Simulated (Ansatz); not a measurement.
Cubic perovskite CsPbBr3 (cubic high-temperature phase), treated with HSE06 in Ansatz (plane waves, PAW).

Settings: plane-wave cutoff 460 eV, 4×4×4 k mesh, Fermi–Dirac smearing 0.01 eV, scalar-relativistic PAW data made under PBE.

A third-order Birch–Murnaghan fit to the energies gives V0 = 42.575 Å³/atom, B0 = 19.8 GPa, B′ = 4.7.

```csv
V (Å³/atom),P (GPa)
40.334,1.215
40.901,0.872
41.396,___
42.457,0.054
43.518,___
44.580,-0.818
```

Estimate the withheld pressures from this fit; the answers are the runs' own values.


- 41.396, P (GPa): 0.593
- 43.518, P (GPa): -0.413

The formula P = (3/2) B0 (x^(7/3) − x^(5/3)) [1 + (3/4)(B′ − 4)(x^(2/3) − 1)] with x = V0/V meets the computed pressures within 0.01 GPa when these rounded values are put in.

Note: the relaxation could not lower the start's symmetry, so the cell can be a saddle point above a distorted one.

Spin–orbit coupling is not included; it can shift volumes and moduli of such heavy elements.

Static lattice: no zero-point or thermal effects.

Ansatz is a program for electronic structure.
